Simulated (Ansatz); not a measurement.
## Response to strain in Cu3N

The parent structure is Cu₃N (space group Pm-3m, No. 221).

```
CELL_PARAMETERS angstrom
      3.76491     0.00000     0.00000
      0.00000     3.76491     0.00000
      0.00000     0.00000     3.76491
ATOMIC_POSITIONS crystal
  Cu 0.50000 0.00000 0.00000
  Cu 0.00000 0.50000 0.00000
  Cu 0.00000 0.00000 0.50000
  N  0.00000 0.00000 0.00000
```

Cartesian axes are those of the cell as printed.

Strains are applied to the cell and any free atomic positions relax; under biaxial strain the out-of-plane vector relaxes too.

Computed with Kohn–Sham DFT with the PBEsol functional, run in Ansatz (an electronic-structure program) with PAW and 420 eV plane waves, no SOC.

Notes on the quantities. pressure: mean of the normal stresses, compression positive; energy relative to the base: free energy F.

```json
[
 {"change": "base", "pressure": "0.0 GPa", "energy relative to the base": "0 meV/atom", "shortest interatomic distance": "3.557 bohr"},
 {"change": "biaxial strain −3.00 %, plane normal [001], relaxed out of plane", "pressure": "7.6 GPa", "energy relative to the base": "+26 meV/atom", "shortest interatomic distance": "3.451 bohr"},
 {"change": "biaxial strain −2.40 %, plane normal [001], relaxed out of plane", "pressure": "5.9 GPa", "energy relative to the base": "+17 meV/atom", "shortest interatomic distance": "3.472 bohr"},
 {"change": "biaxial strain −1.80 %, plane normal [001], relaxed out of plane", "pressure": "4.2 GPa", "energy relative to the base": "+9.1 meV/atom", "shortest interatomic distance": "3.493 bohr"},
 {"change": "biaxial strain −1.20 %, plane normal [001], relaxed out of plane", "pressure": "2.7 GPa", "energy relative to the base": "+4.0 meV/atom", "shortest interatomic distance": "3.515 bohr"},
 {"change": "biaxial strain −0.60 %, plane normal [001], relaxed out of plane", "pressure": "1.3 GPa", "energy relative to the base": "+1.0 meV/atom", "shortest interatomic distance": "3.536 bohr"}
]
```

No phonon test of stability was made. The final runs are not spin-polarised.
